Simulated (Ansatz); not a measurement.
Where the default PAW files enter, the runs use the earlier of Ansatz's two default sets.

Consider the following.

```
CELL_PARAMETERS angstrom
      3.13498     0.00000     0.00000
     -1.56749     2.71497     0.00000
      0.00000     0.00000     5.04525
ATOMIC_POSITIONS crystal
  Si 0.33333 0.66667 0.49960
  Si 0.66667 0.33333 0.99960
  C  0.33333 0.66667 0.87540
  C  0.66667 0.33333 0.37540
```

Space group of this cell: P6_3mc, wurtzite. The cell is strained (lengths across the current scaled by 1.02, ions clamped); by r2SCAN its mean pressure is -7.9 GPa.

Transport runs along the normal of the first two printed cell vectors, the (001) (indices of the unstrained crystal) plane of the conventional cell.

No gap correction and no spin-orbit coupling; mid-gap is the computed energy nearest the middle.

Estimate the band gap and the smallest decay constant κ at mid-gap that r2SCAN run with Ansatz (an electronic-structure program) returns for this system.

Gap 2.78 eV on a 12×12×6 mesh; κ = 0.244 1/Å, at the zone centre.
